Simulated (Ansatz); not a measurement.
## SiO2: pressure series

Base system: SiO2 (space group P3_221, No. 154; a = 4.920 Å, c = 5.416 Å).

Cell and atoms are relaxed at each pressure.

The values are results of DFT with r2SCAN, PAW potentials and a 500 eV plane-wave cutoff in Ansatz (a program for electronic structure), no spin-orbit coupling, earlier PAW set, not measurements.

Candidates:
(a) pressure 9 GPa
(b) pressure −2 GPa
(c) pressure 30 GPa
(d) pressure 0.9 GPa
(e) pressure 4.5 GPa

For the base:

The band gap is 6.60 eV.

Q: Order them by band gap, highest first.

A: (c) pressure 30 GPa (7.84 eV), (a) pressure 9 GPa (7.21 eV), (e) pressure 4.5 GPa (6.95 eV), (d) pressure 0.9 GPa (6.68 eV), (b) pressure −2 GPa (6.38 eV)

Load acts through the strain it causes; cell and atoms are relaxed under it. Stability against distortions was not tested. Competing high-pressure phases were not computed.
